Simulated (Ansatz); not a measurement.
System: BeRh3 (model structure, started from the Cu3Au type, Pm-3m, No. 221, 4 atoms in the cell). Method: LDA (Ansatz, a quantum-chemistry and plane-wave program, PAW).

Settings: plane-wave cutoff 520 eV, 16×16×16 k mesh, Fermi–Dirac smearing 0.05 eV, no spin polarisation, scalar-relativistic PAW data made under PBE.

Cell (relaxed at this level):

Space group Pm-3m (No. 221); a = b = c = 3.659 Å, α = β = γ = 90.00°

| atom | site | symmetry | x | y | z |
|---|---|---|---|---|---|
| Rh | 3c | 4/mm.m | 0.0000 | 0.5000 | 0.5000 |
| Be | 1a | m-3m | 0.0000 | 0.0000 | 0.0000 |

### Question
What does this level give for the bulk modulus B0?

### Answer

bulk modulus B0: 267 GPa

Note: the run has no spin polarisation, so it can have missed a magnetic state; the bulk modulus is −V dP/dV from two relaxed cells at ±2 % in volume; the relaxation could raise the start's symmetry but not lower it, so the cell can be a saddle point.

Static lattice: no zero-point or thermal effects.

Computing time: around 70 core-seconds (rough).

A model structure was made by putting elements into a prototype or built by hand; it is no filed structure, need not be a known phase, and can be a saddle point held by its symmetry.
